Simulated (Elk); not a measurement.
Input and output of a self-consistent single point for Ir3Os (Pm-3m, 4 atoms in the cell) (Elk)

Level of theory: Elk with PBEsol, all-electron FP-LAPW, Elk's shipped species files, APW+lo basis with extra local orbitals.

Input:

```
tasks
  0

xctype
  22

rgkmax
  7.5

gmaxvr
  16.0

nxlo
  2

lorbcnd
  .true.

rmtscf
  0.86

lmaxi
  3

swidth
  0.00367493

maxscl
  100

avec
    7.2717984084    0.0000000000    0.0000000000
    0.0000000000    7.2717984084    0.0000000000
    0.0000000000    0.0000000000    7.2717984084

atoms
  2
  'Os.in'
  1
  0.0000000000  0.0000000000  0.0000000000    0.0 0.0 0.0
  'Ir.in'
  3
  0.0000000000  0.5000000000  0.5000000000    0.0 0.0 0.0
  0.5000000000  0.0000000000  0.5000000000    0.0 0.0 0.0
  0.5000000000  0.5000000000  0.0000000000    0.0 0.0 0.0

ngridk
  11 11 11
```

Output (repeated stretches shortened):

```
│ Elk code version 10.2.4 │

All units are atomic (Hartree, Bohr, etc.)

│ Ground-state run starting from atomic densities │

Lattice vectors :
   7.271798408       0.000000000       0.000000000
   0.000000000       7.271798408       0.000000000
   0.000000000       0.000000000       7.271798408

Unit cell volume      :    384.5258068
Brillouin zone volume :   0.6450807957

Muffin-tin inner radius fraction :   0.1000000000E-01

Nuclei treated as point charges

Species :    1 (Os)
 parameters loaded from : Os.in
 name : osmium
 nuclear charge    :   -76.00000000
 electronic charge :    76.00000000
 atomic mass :    346768.0765
 muffin-tin radius :    2.408000000
 number of radial points in muffin-tin :    697
 atomic positions (lattice), magnetic fields (Cartesian) :
   1 :   0.00000000  0.00000000  0.00000000    0.00000000  0.00000000  0.00000000

Species :    2 (Ir)
 parameters loaded from : Ir.in
 name : iridium
 nuclear charge    :   -77.00000000
 electronic charge :    77.00000000
 atomic mass :    350390.1559
 muffin-tin radius :    2.408000000
 number of radial points in muffin-tin :    697
 atomic positions (lattice), magnetic fields (Cartesian) :
   1 :   0.00000000  0.50000000  0.50000000    0.00000000  0.00000000  0.00000000
   2 :   0.50000000  0.00000000  0.50000000    0.00000000  0.00000000  0.00000000
   3 :   0.50000000  0.50000000  0.00000000    0.00000000  0.00000000  0.00000000

Total number of atoms per unit cell :    4

Spin treatment :
 spin-unpolarised

Number of Bravais lattice symmetries :   48
Number of crystal symmetries         :   48
Crystal has inversion symmetry
Real symmetric eigensolver will be used

k-point grid :     11    11    11
k-point offset :    0.000000000       0.000000000       0.000000000
k-point set is reduced with full crystal symmetry group
Total number of k-points :       56

Muffin-tin radius times maximum |G+k| :    7.500000000
 using average radius
Maximum |G+k| for APW functions       :    3.114617940
Maximum (1/2)|G+k|²                   :    4.850422457
Maximum |G| for potential and density :    16.00000000
 potential will be trimmed for |G| > 2 gkmax
Constant for pseudocharge density :   10
Radial integration step length :    4

G-vector grid sizes :     40    40    40
Number of G-vectors :    26745

Maximum angular momentum used for
 APW functions                      :    8
 outer part of muffin-tin           :    6
 inner part of muffin-tin           :    3

Total nuclear charge    :   -307.0000000
Total core charge       :    190.0000000
Total valence charge    :    117.0000000
Total excess charge     :    0.000000000
Total electronic charge :    307.0000000

Effective Wigner radius, rₛ :   0.6687023290

Number of empty states         :   16
Total number of valence states :   75
Total number of core states    :  190

Conduction state local-orbitals added automatically
Total number of local-orbitals :  401

Exchange-correlation functional :     22     0     0
 PBEsol, Phys. Rev. Lett. 100, 136406 (2008)
 gradient requirement :    1
 generalised gradient approximation (GGA)

Smearing type :    3
 Fermi-Dirac
Smearing width :   0.3674930000E-02
Effective electronic temperature (K) :    1160.451112

Mixing type :    3
 Broyden mixing, J. Phys. A: Math. Gen. 17, L317 (1984)

Kohn-Sham potential initialised from atomic data

│ Self-consistent loop started │
│ Loop number : 1 │
 total energy                :     -70845.6309072
│ Loop number : 2 │
 total energy                :     -70846.4373208
RMS change in Kohn-Sham potential (target) :   0.1340488137     (  0.1000000000E-05)
Absolute change in total energy (target)   :   0.8064136203     (  0.1000000000E-03)
│ Loop number : 3 │
 total energy                :     -70847.3141985
RMS change in Kohn-Sham potential (target) :   0.1270747964     (  0.1000000000E-05)
Absolute change in total energy (target)   :    1.078481050     (  0.1000000000E-03)
│ Loop number : 4 │
 total energy                :     -70846.6710700
RMS change in Kohn-Sham potential (target) :   0.1158164119     (  0.1000000000E-05)
Absolute change in total energy (target)   :   0.3735082215     (  0.1000000000E-03)
│ Loop number : 5 │
 total energy                :     -70844.8815478
RMS change in Kohn-Sham potential (target) :   0.9969337280E-01 (  0.1000000000E-05)
Absolute change in total energy (target)   :    1.882899279     (  0.1000000000E-03)
│ Loop number : 6 │
 total energy                :     -70840.0007698
RMS change in Kohn-Sham potential (target) :   0.4079014595E-01 (  0.1000000000E-05)
Absolute change in total energy (target)   :    5.351502740     (  0.1000000000E-03)
│ Loop number : 7 │
 total energy                :     -70836.8766769
RMS change in Kohn-Sham potential (target) :   0.8662979951E-03 (  0.1000000000E-05)
Absolute change in total energy (target)   :    4.461968605     (  0.1000000000E-03)
│ Loop number : 8 │
 total energy                :     -70836.5718373
RMS change in Kohn-Sham potential (target) :   0.1457280277E-03 (  0.1000000000E-05)
Absolute change in total energy (target)   :    1.420331777     (  0.1000000000E-03)
│ Loop number : 9 │
 total energy                :     -70836.5705459
RMS change in Kohn-Sham potential (target) :   0.1268970852E-03 (  0.1000000000E-05)
Absolute change in total energy (target)   :   0.3563743277     (  0.1000000000E-03)
│ Loop number : 10 │
 total energy                :     -70836.5857522
RMS change in Kohn-Sham potential (target) :   0.2120154873E-04 (  0.1000000000E-05)
Absolute change in total energy (target)   :   0.7388730216E-01 (  0.1000000000E-03)
│ Loop number : 11 │
 total energy                :     -70836.5907681
RMS change in Kohn-Sham potential (target) :   0.1897154492E-04 (  0.1000000000E-05)
Absolute change in total energy (target)   :   0.1345596118E-01 (  0.1000000000E-03)
│ Loop number : 12 │
 total energy                :     -70836.5907303
RMS change in Kohn-Sham potential (target) :   0.3759370378E-05 (  0.1000000000E-05)
Absolute change in total energy (target)   :   0.3401795926E-02 (  0.1000000000E-03)
│ Loop number : 13 │
 total energy                :     -70836.5909169
RMS change in Kohn-Sham potential (target) :   0.3615718112E-05 (  0.1000000000E-05)
Absolute change in total energy (target)   :   0.6638055929E-03 (  0.1000000000E-03)
│ Loop number : 14 │
 total energy                :     -70836.5910807
RMS change in Kohn-Sham potential (target) :   0.1175629450E-05 (  0.1000000000E-05)
Absolute change in total energy (target)   :   0.2109431080E-05 (  0.1000000000E-03)
│ Loop number : 15 │
 total energy                :     -70836.5911598
RMS change in Kohn-Sham potential (target) :   0.1760053456E-06 (  0.1000000000E-05)
Absolute change in total energy (target)   :   0.7850961993E-04 (  0.1000000000E-03)
Convergence targets achieved

│ Loop number : 16 │

Energies :
 Fermi                       :     0.557638343767
 sum of eigenvalues          :     -43423.6517276
 electron kinetic            :      80650.4441716
 core electron kinetic       :      77600.6868153
 Coulomb                     :     -150118.251547
 Coulomb potential           :     -122271.459632
 nuclear-nuclear             :     -5819.12281867
 electron-nuclear            :     -166326.797825
 Hartree                     :      22027.6690965
 Madelung                    :     -88982.5217311
 xc potential                :     -1802.63626716
 exchange                    :     -1347.76000871
 correlation                 :     -21.0195623550
 electron entropic           :    -0.423249427857E-02
 total energy                :     -70836.5911791

Density of states at Fermi energy :    94.17206373
 (states/Hartree/unit cell)

Estimated indirect band gap :   0.1018371357E-02
 from k-point     45 to k-point      9
Estimated direct band gap   :   0.4770087360E-02
 at k-point     16

Charges :
 core                        :    190.0000000
 valence                     :    117.0000000
 interstitial                :    7.528676539
 muffin-tins (core leakage)
  species :    1 (Os)
   atom    1                 :    73.98590614     (  0.6093958120E-06)
  species :    2 (Ir)
   atom    1                 :    75.16180577     (  0.1768098491E-02)
   atom    2                 :    75.16180577     (  0.1768098491E-02)
   atom    3                 :    75.16180577     (  0.1768098491E-02)
 total in muffin-tins        :    299.4713235
 total calculated charge     :    306.9797336
 total charge                :    307.0000000
 error                       :   0.2026644935E-01

│ Self-consistent loop stopped │
```

The run converged in 16 iterations. The count includes the last loop, which Elk runs after its targets are met.

The starting cell comes from a database of computed structures (which also holds hypothetical and non-ambient phases and stackings), without a prior relaxation at this level. Spin-orbit coupling is off. Spin polarisation is off. Values depend on the basis (sphere radii, cutoffs, local orbitals), which need not be converged. The log's line on a gap gives a spacing of levels on this mesh, which the program prints for metals too.

Cost on one core of a shared machine: roughly 70 s.
